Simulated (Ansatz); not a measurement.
Data:

```yaml
crystal:
  lattice:
    - [2.79629, 0.00000, 0.03999]
    - [0.00000, 2.79629, 0.00000]
    - [0.05775, 0.00000, 4.03814]
  atoms:
    - { symbol: Ti, position: [0.00000, 0.00000, 0.00000] }
    - { symbol: Al, position: [0.50000, 0.50000, 0.50000] }
```

No spin polarisation.

Computed with Kohn–Sham DFT with the PBEsol functional, run in Ansatz (an electronic-structure program) with PAW and 420 eV plane waves, scalar-relativistic without spin-orbit coupling. k-mesh 21×21×14 (Γ-centred); smearing 0.1 eV (Fermi–Dirac).

Question: Predict the band gap.

Answer: Zero.

Question: What is the computed stress (xx, yy, zz, yz, xz, xy; compression positive)?

Answer: (0.1, 0.1, 0.2, 0.0, -3.4, 0.0) GPa.

Question: What space group does the calculation give?

Answer: P2/m (No. 10).

The cells carry an imposed strain or load. Stability against distortions was not tested. All final runs are without spin polarisation. The cell was made from TiAl (space group P4/mmm, No. 123) by this change: tensor shear ε_xz = +1.43 %.
